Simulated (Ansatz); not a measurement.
## Quick settings and what they miss: Mg6ZnSn (Amm2, 8 atoms in the cell)

Self-consistent single point.

```
CELL_PARAMETERS angstrom
      5.03687     0.00000     0.00000
      0.00000     3.28059     5.50006
      0.00000    -3.28059     5.50006
ATOMIC_POSITIONS crystal
  Mg 0.50000 0.83370 0.33374
  Mg 0.50000 0.33374 0.83370
  Mg 0.00000 0.67654 0.15518
  Mg 0.00000 0.15518 0.67654
  Mg 0.00000 0.67035 0.67035
  Mg 0.00000 0.16378 0.16378
  Zn 0.50000 0.83304 0.83304
  Sn 0.50000 0.33366 0.33366
```

Method: PBEsol, harder PAW files (source: ansatz) made with PBE (plane waves; Ansatz, an electronic-structure program).

Base settings: basis.ecutwfc = 660 eV; kpoints.mp_grid.grid = 6 5 5; hamiltonian.xc = pbesol; hamiltonian.pseudopotentials = {kind: paw, source: ansatz}; scf.occupations.method = gaussian; scf.occupations.width = 0.136 eV.

Tight run (finer mesh or higher cutoff; not a proven limit): basis.ecutwfc: 660 eV → 925 eV; kpoints.mp_grid.grid: 6 5 5 → 9 7 7; scf.convergence.dr2_threshold: default (1e-07 eV) → 1e-09 eV. It gave Fermi level (on the code's own zero) 7.27 eV; pressure -2.47 GPa; largest force (vector length) 0.075 eV/Å.

Quick runs, as changes from the base:
- A: the base itself
- B: basis.ecutwfc: 660 eV → 330 eV; kpoints.mp_grid.grid: 6 5 5 → 2 2 2
- C: basis.ecutwfc: 660 eV → 395 eV; kpoints.mp_grid.grid: 6 5 5 → 6 6 6; scf.occupations.method: gaussian → cold; kpoints.mp_grid.shift: default → 0.5 0.5 0.5
- D: basis.ecutwfc: 660 eV → 530 eV; kpoints.mp_grid.grid: 6 5 5 → 6 6 6; scf.occupations.method: gaussian → cold; scf.occupations.width: 0.136 eV → 0.272 eV
- E: basis.ecutwfc: 660 eV → 330 eV; kpoints.mp_grid.grid: 6 5 5 → 4 4 4; hamiltonian.xc: pbesol → lda [LDA (PW92)]

Energies are extrapolated to zero smearing width, which holds to low order in the width alone.

Dashes: time of B, C, E, under 30 s; energy of E, another energy zero.

† marks runs with another functional, U, potentials or spin treatment: their distance from the tight run is not a convergence error alone.

The count of work is k-points × plane waves × bands × iterations; it is no time. Core times come from one kind of shared machine and are given to one figure; runs under 30 s give none.

Pressures in the table are Ansatz's without its Pulay estimate, at a fixed set of plane waves; the tight run's value above holds the estimate.

The starting cell comes from a database of computed structures (which also holds hypothetical and non-ambient phases and stackings), without a prior relaxation at this level. Its lattice was rescaled by a random factor within 2.5 % of one.

```
run  energy less tight (meV/atom)  pressure less tight (GPa)  largest miss in a force vector (eV/Å)  count of work / tight  core time / tight (rough)
---  ----------------------------  -------------------------  -------------------------------------  ---------------------  -------------------------
A                             0.8                      -0.07                                  0.029                   0.25                        0.3
B                          4804.5                    -200.48                                  0.143                  0.015                          –
C                           784.1                     -41.95                                  0.054                   0.10                          –
D                             2.7                      -0.88                                  0.021                   0.26                        0.2
E†                              –                    -204.42                                  0.110                  0.051                          –
```

Among the runs at the tight run's level, the energy misses run from 0.8 to 4804.5 meV/atom.

Left out of this page: 1 run of the series outside the window shown, repeating another row's setting, or not comparable.

Keys are those of Ansatz 0.2.
